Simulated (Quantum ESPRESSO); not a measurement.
Input and output of a self-consistent single point for TaAs (I4_1md, 4 atoms in the cell) (Quantum ESPRESSO).

Method of the run: PBE, SSSP 1.1.2 efficiency (PBE) pseudopotentials (plane waves; Quantum ESPRESSO).

The change in words: lattice scaled by 0.98. Reference geometry:
```
CELL_PARAMETERS angstrom
     -1.74764     1.74764     5.95596
      1.74764    -1.74764     5.95596
      1.74764     1.74764    -5.95596
ATOMIC_POSITIONS crystal
  Ta 0.49997 0.99997 0.50000
  Ta 0.74997 0.74997 0.00000
  As 0.08263 0.58263 0.50000
  As 0.33263 0.33263 0.00000
```

Reference input (self-consistent single point, DFT, PBE, plane waves, SSSP 1.1.2 efficiency (PBE) pseudopotentials): ecutwfc = 40 Ry; ecutrho = 320 Ry; occupations = smearing; smearing = fermi-dirac; degauss = 0.0073499 Ry; potentials = {Ta: Ta_pbe_v1.uspp.F.UPF, As: As.pbe-n-rrkjus_psl.0.2.UPF}; K_POINTS = automatic 8 8 8 0 0 0; conv_thr = 1e-11 Ry; mixing_beta = 0.3. This run's input differs from it in these lines:

```diff
@@ -33,5 +33,5 @@
 CELL_PARAMETERS bohr
-  -3.3025647439     3.3025647439    11.2551313195
-   3.3025647439    -3.3025647439    11.2551313195
-   3.3025647439     3.3025647439   -11.2551313195
+  -3.2365131467     3.2365131467    11.0300290333
+   3.2365131467    -3.2365131467    11.0300290333
+   3.2365131467     3.2365131467   -11.0300290333
```

Output, abridged:

```
     Self-consistent Calculation

     iteration #  1     ecut=    40.00 Ry     beta= 0.30

     Threshold (ethr) on eigenvalues was too large:
     Diagonalizing with lowered threshold

     negative rho (up, down):  1.918E-01 0.000E+00

     total energy              =    -320.30631051 Ry
     estimated scf accuracy    <       0.07989803 Ry

     iteration #  2     ecut=    40.00 Ry     beta= 0.30

     negative rho (up, down):  1.948E-01 0.000E+00

     total energy              =    -320.30874739 Ry
     estimated scf accuracy    <       0.01694565 Ry

     iteration #  3     ecut=    40.00 Ry     beta= 0.30

     negative rho (up, down):  1.978E-01 0.000E+00

     total energy              =    -320.31046488 Ry
     estimated scf accuracy    <       0.00346536 Ry

   [... 10 blocks of this kind left out ...]

     iteration # 14     ecut=    40.00 Ry     beta= 0.30

     negative rho (up, down):  1.986E-01 0.000E+00

     total energy              =    -320.31081224 Ry
     estimated scf accuracy    <          1.9E-11 Ry

     iteration # 15     ecut=    40.00 Ry     beta= 0.30

     negative rho (up, down):  1.986E-01 0.000E+00
     End of self-consistent calculation

     the Fermi energy is    15.3845 ev

!    total energy              =    -320.31081224 Ry
     estimated scf accuracy    <          1.9E-13 Ry
     smearing contrib. (-TS)   =      -0.00194196 Ry
     internal energy E=F+TS    =    -320.30887028 Ry

     convergence has been achieved in  15 iterations

     negative rho (up, down):  1.986E-01 0.000E+00

     Forces acting on atoms (cartesian axes, Ry/au):

     atom    1 type  1   force =     0.00000000    0.00000000    0.00108803
     atom    2 type  1   force =     0.00000000    0.00000000    0.00108803
     atom    3 type  2   force =     0.00000000    0.00000000   -0.00108803
     atom    4 type  2   force =    -0.00000000    0.00000000   -0.00108803

     Total force =     0.002176     Total SCF correction =     0.000000

     negative rho (up, down):  1.986E-01 0.000E+00
          total   stress  (Ry/bohr**3)                   (kbar)     P=       48.95
   0.00036614  -0.00000000   0.00000000           53.86       -0.00        0.00
  -0.00000000   0.00036614  -0.00000000           -0.00       53.86       -0.00
   0.00000000  -0.00000000   0.00026598            0.00       -0.00       39.13

   JOB DONE.
```

The run converged in 15 iterations. Against the reference run the free energy rises by 1.4 meV/atom, the pressure goes from -5.87 to 4.89 GPa and the largest force goes from 0.000 to 0.028 eV/Å.

The starting cell comes from a database of computed structures (which also holds hypothetical and non-ambient phases and stackings), without a prior relaxation at this level. Its lattice was rescaled by a random factor within 2.5 % of one. For this run, on top of that: lattice scaled by 0.98. Spin polarisation is off. With a pressure of about 5 GPa the cell is away from its equilibrium volume at this level.

Cost on one core of a shared machine: roughly 3 min.
